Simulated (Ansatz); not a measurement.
Input and output of a self-consistent single point for Te2Mo (P1, 3 atoms in the cell) (Ansatz, a first-principles code).

Level of theory: LDA (PW92), PAW files made with PBE (plane waves; Ansatz).

The change in words: atoms moved at random. Reference geometry:
```yaml
crystal:
  lattice:
    - [3.51715, 0.00000, 0.00000]
    - [-1.75858, 3.04594, 0.00000]
    - [0.00000, 0.00000, 17.31202]
  atoms:
    - { symbol: Te, position: [0.33333, 0.66667, 0.89786] }
    - { symbol: Te, position: [0.33333, 0.66667, 0.10214] }
    - { symbol: Mo, position: [0.00000, 0.00000, 0.00000] }
```

Reference input (self-consistent single point, DFT, LDA (PW92), plane waves, PAW files made with PBE): basis.ecutwfc = 30.9 Ry; kpoints.mp_grid.grid = 6 6 1; hamiltonian.xc = lda; hamiltonian.pseudopotentials = {kind: paw} (an earlier, softer set of the program's PAW files); scf.occupations.method = fixed. This run's input differs from it in these lines:

Ansatz 0.2 input:
```diff
@@ -6,5 +6,5 @@
   atoms:
-    - { symbol: Te, position: [0.33333300, 0.66666700, 0.89786000] }
-    - { symbol: Te, position: [0.33333300, 0.66666700, 0.10214000] }
-    - { symbol: Mo, position: [0.00000000, 0.00000000, 0.00000000] }
+    - { symbol: Te, position: [0.32719800, 0.66356900, 0.89951800] }
+    - { symbol: Te, position: [0.34665900, 0.67318900, 0.09727200] }
+    - { symbol: Mo, position: [-0.00719100, -0.00342400, 0.00321000] }
 basis:
```

Output (repeated stretches shortened):

```
SCF iter   1: F=—  HF=-18498.650562 eV  |F-HF|=—  |Δ(HF+E_count)|=         —  Δρ=3.09e-2  dr2=2.32e0  ethr=3.10e-3  ⟨swp⟩=5.6  Hψ=2255  notcnv=0  defer=55
all-band conjugate gradients solve this SCF's bands
preconditioner: auto → Resta (q_TF=auto, 2.163 Å⁻¹)
SCF iter   2: F=—  HF=-18498.146368 eV  |F-HF|=—  |Δ(HF+E_count)|=   5.04e-1  Δρ=1.41e-2  dr2=1.24e0  ethr=3.10e-3  ⟨swp⟩=3.0  Hψ=1080  notcnv=0  defer=60
   [... lines left out ...]
SCF iter   7: F=—  HF=-18497.953800 eV  |F-HF|=—  |Δ(HF+E_count)|=   5.15e-5  Δρ=8.27e-5  dr2=7.02e-5  ethr=9.03e-7  ⟨swp⟩=2.0  Hψ=682  notcnv=0  defer=60
SCF iter   8: F=—  HF=-18497.953826 eV  |F-HF|=—  |Δ(HF+E_count)|=   2.61e-5  Δρ=2.46e-5  dr2=2.81e-6  ethr=1.53e-7  ⟨swp⟩=2.0  Hψ=657  notcnv=0  defer=60
SCF iter   9: F=—  HF=-18497.953826 eV  |F-HF|=—  |Δ(HF+E_count)|=   6.13e-7  Δρ=5.79e-6  dr2=2.41e-7  ethr=6.11e-9  ⟨swp⟩=2.2  Hψ=754  notcnv=0  defer=60
SCF iter  10: F=-18497.953826 eV  HF=-18497.953826 eV  |F-HF|=1.49e-8  |Δ(HF+E_count)|=   2.15e-8  Δρ=1.56e-6  dr2=2.40e-8  ethr=2.17e-10  ⟨swp⟩=15.7  Hψ=3256  notcnv=0
SCF 1 converged in 10 iterations: F = -18497.953826 eV  dr2 = 2.40e-8
Free energy (F): -18497.953826 eV
Internal energy: -18497.953826 eV  (E = F + TS)
E sigma→0 (E₀):  -18497.953826 eV
Fermi energy:    1.570146 eV
--- Forces (eV/Å), atoms counted from 1 ---
  atom   1  Te    -0.03749747    -0.01551272    -0.02156033
  atom   2  Te    -0.56723617    -0.31585444     2.27716391
  atom   3  Mo     0.60472951     0.33136403    -2.25559983
--- Stress (GPa, compression-positive) ---
        0.635929       0.341490      -0.739792
        0.341490       0.261636      -0.420261
       -0.739792      -0.420261       3.236323
  P = ⅓ Tr σ = 1.3780 GPa (13.780 kbar)
  The stress holds the Pulay correction. Without it, at fixed plane waves, as pw.x and ABINIT print it: P = 1.3592 GPa
```

The run converged in 10 iterations. Against the reference run the free energy rises by 58.3 meV/atom, the pressure goes from -0.42 to 1.38 GPa, the largest force goes from 0.111 to 2.368 eV/Å and the gap on the mesh goes from 1.100 to 1.033 eV.

The starting cell comes from a database of computed structures (which also holds hypothetical and non-ambient phases and stackings), without a prior relaxation at this level. Its lattice was rescaled by a random factor within 2.5 % of one. For this run, on top of that: atoms moved at random. Spin-orbit coupling is off. Forces in this geometry exceed 1 eV/Å. Ansatz's pressure includes its estimate of the finite-basis (Pulay) stress.
